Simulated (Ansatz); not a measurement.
# What Al → Mg does to TiAl

Consider TiAl (space group P4/mmm, No. 123; a = 2.797 Å, c = 4.032 Å).

Modification: every Al is replaced by Mg; the structure is relaxed again.

All numbers come from Ansatz (an electronic-structure program) PBEsol, scalar-relativistic without spin-orbit coupling, earlier PAW set. k-mesh 16×16×11 (Γ-centred); smearing 0.05 eV (Fermi–Dirac), for the changed cell.

```csv
quantity,base,changed,shift
volume per atom,15.77 Å³,18.54 Å³,+2.77 Å³
density,3.94 g/cm³,3.23 g/cm³,-0.71 g/cm³
c/a ratio,1.442,1.556,+0.1148
space group,P4/mmm (No. 123),P4/mmm (No. 123),–
shortest interatomic distance,2.797 Å,2.878 Å,+0.081 Å
band gap,zero,zero,–
```

Stability against distortions was not tested. As relaxed here, MgTi is a hypothetical phase, not in the database extracts checked. The final runs are not spin-polarised. MgTi has a high density of states at the Fermi level and may be magnetic at this level.
